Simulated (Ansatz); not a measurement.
The parent structure is Co in the hcp (Mg type) structure (space group P6_3/mmc, No. 194; ferromagnetic; relaxed with 0.1 eV smearing).

```
Co
1.0
    2.49355     0.00000     0.00000
   -1.24677     2.15948     0.00000
    0.00000     0.00000     4.03682
Co
2
Direct
  0.33333   0.66667   0.75000
  0.66667   0.33333   0.25000
```

All numbers come from Kohn–Sham DFT with the PBE functional, run in Ansatz (a first-principles code) with PAW and 420 eV plane waves, spin-orbit coupling left out.

Before the change:

* **Largest site moment**: 1.69 μB
* **Pressure**: 0.0 GPa
* **Band gap**: zero
* **Magnetic state**: ferromagnetic

Modification: every lattice vector is stretched by 1.22 %, atoms relaxed at fixed cell.

### Question
What does the calculation give for the largest site moment after the change?

### Answer
The largest site moment hardly moves (1.69 μB against 1.72 μB).

### Question
Estimate the effect on the energy relative to the base.

### Answer
The energy increases by 9.2 meV/atom.

### Question
What does the calculation give for the pressure after the change?

### Answer
The pressure (mean of the normal stresses, compression positive) goes from zero to -7.1 GPa.

### Question
How does this affect the band gap?

### Answer
The band gap stays zero.

### Question
What does the calculation give for the magnetic state after the change?

### Answer
The magnetic state stays ferromagnetic.

Other magnetic orders, which the real material may have, were not ruled out. The cells carry an imposed strain or load. Stability against distortions was not tested.
